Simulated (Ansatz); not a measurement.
Ansatz (an electronic-structure program) run on SrGaGe (P3m1, 3 atoms in the cell): self-consistent single point.

Method of the run: PBEsol, default PAW files made with PBE (plane waves; Ansatz).

```xyz
3
Lattice="4.2566 0.0000 0.0000 -2.1283 3.6863 0.0000 0.0000 0.0000 4.6976" Properties=species:S:1:pos:R:3 pbc="T T T"
Sr     0.0000     0.0000     0.0500
Ga     0.0000     2.4576     2.3488
Ge     2.1283     1.2288     2.3488
```

Reference input (self-consistent single point, DFT, PBEsol, plane waves, default PAW files made with PBE): basis.ecutwfc = 420 eV; kpoints.mp_grid.grid = 9 9 7; hamiltonian.xc = pbesol; hamiltonian.pseudopotentials = {kind: paw} (the program's default PAW files); scf.occupations.method = gaussian; scf.occupations.width = 0.1 eV. This run's input differs from it in these lines:

Ansatz 0.2 input:
```diff
@@ -12,3 +12,3 @@
 kpoints:
-  mp_grid: { grid: [9, 9, 7] }
+  mp_grid: { grid: [15, 15, 12] }
 hamiltonian:
@@ -17,3 +17,3 @@
 scf:
-  occupations: { method: gaussian, width: 0.1 eV }
+  occupations: { method: cold, width: 0.02 eV }
 output:
```

Output (repeated stretches shortened):

```
SCF iter   1: F=—  HF=-11490.598924 eV  |F-HF|=—  |Δ(HF+E_count)|=         —  Δρ=3.94e-3  dr2=3.32e-2  ethr=1.77e-3  ⟨swp⟩=7.4  Hψ=34747  notcnv=0
all-band conjugate gradients solve this SCF's bands
preconditioner: auto → Kerker (q_TF=auto, 2.432 Å⁻¹)
SCF iter   2: F=—  HF=-11490.592098 eV  |F-HF|=—  |Δ(HF+E_count)|=   6.83e-3  S|Δr|=    0.00e0  Δρ=2.55e-3  dr2=1.75e-2  ethr=8.96e-5  ⟨swp⟩=2.5  Hψ=11921  notcnv=0  defer=128
   [... lines left out ...]
SCF iter   7: F=—  HF=-11490.586548 eV  |F-HF|=—  |Δ(HF+E_count)|=   5.15e-6  S|Δr|=    0.00e0  Δρ=4.07e-5  dr2=1.98e-6  ethr=3.61e-8  ⟨swp⟩=2.0  Hψ=11386  notcnv=0  defer=129
SCF iter   8: F=—  HF=-11490.586548 eV  |F-HF|=—  |Δ(HF+E_count)|=   2.84e-7  S|Δr|=    0.00e0  Δρ=1.08e-5  dr2=1.74e-7  ethr=5.35e-9  ⟨swp⟩=2.0  Hψ=11160  notcnv=0  defer=129
SCF iter   9: F=-11490.586548 eV  HF=-11490.586548 eV  |F-HF|=4.69e-9  |Δ(HF+E_count)|=   1.23e-8  S|Δr|=    0.00e0  Δρ=3.81e-6  dr2=1.63e-8  ethr=2.70e-10  ⟨swp⟩=6.7  Hψ=26899  notcnv=0
SCF 1 converged in 9 iterations: F = -11490.586548 eV  dr2 = 1.63e-8
Stability not checked (fill_not_monotonic)
Free energy (F): -11490.586548 eV
Internal energy: -11490.586562 eV  (E = F + TS)
E sigma→0 (E₀):  -11490.586553 eV
Entropy (-TS):   0.000014 eV (0.005 meV/atom)
Fermi energy:    9.165298 eV
--- Forces (eV/Å), atoms counted from 1 ---
  atom   1  Sr     0.00000000     0.00000000    -0.17269439
  atom   2  Ga    -0.00000000    -0.00000000     0.07667193
  atom   3  Ge     0.00000000     0.00000000     0.09601974
--- Stress (GPa, compression-positive) ---
       -0.427159      -0.000000       0.000000
       -0.000000      -0.427159      -0.000000
        0.000000      -0.000000      -1.415985
  P = ⅓ Tr σ = -0.7568 GPa (-7.568 kbar)
  The stress holds the Pulay correction. Without it, at fixed plane waves, as pw.x and ABINIT print it: P = -0.7772 GPa
```

The run converged in 9 iterations. Against the reference run the free energy rises by 2.7 meV/atom, the pressure stays near -0.76 GPa while the zz stress (positive for compression) goes from -1.02 to -1.42 GPa and the largest force goes from 0.180 to 0.173 eV/Å.

The starting cell comes from a database of computed structures (which also holds hypothetical and non-ambient phases and stackings), without a prior relaxation at this level. Its lattice was rescaled by up to half a per cent. One atom was moved a little off its site on purpose. Ansatz's pressure includes its estimate of the finite-basis (Pulay) stress.

Cost on one core of a shared machine: roughly 80 s.
